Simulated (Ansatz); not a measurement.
# MgB2 (space group P6/mmm, No. 191)

MgB2 is taken in the hexagonal space group P6/mmm (No. 191), Pearson symbol hP3. Lattice parameters: a = 3.074 Å, b = 3.074 Å, c = 3.528 Å, α = 90.00°, β = 90.00°, γ = 120.00°. Mg on 1a is surrounded by 12 B at 2.502 Å. B on 2d has 3 B at 1.775 Å and 6 Mg at 2.502 Å. (Neighbours: up to the widest gap in distance over summed covalent radii, below 1.35, at either atom; cation-cation and far metal-metal contacts left out.)

All numbers come from PBE (Ansatz, a program for electronic structure, PAW, scalar-relativistic without spin-orbit coupling). Γ-centred 17×17×13 mesh, Fermi–Dirac width 0.05 eV.

The volume per atom is 9.62 Å³. The density is 2.64 g/cm³. The band gap is zero. The total energy is -745.341 eV/atom (σ→0; compares only within this code and set-up).

No phonon test of stability was made. All final runs are without spin polarisation.
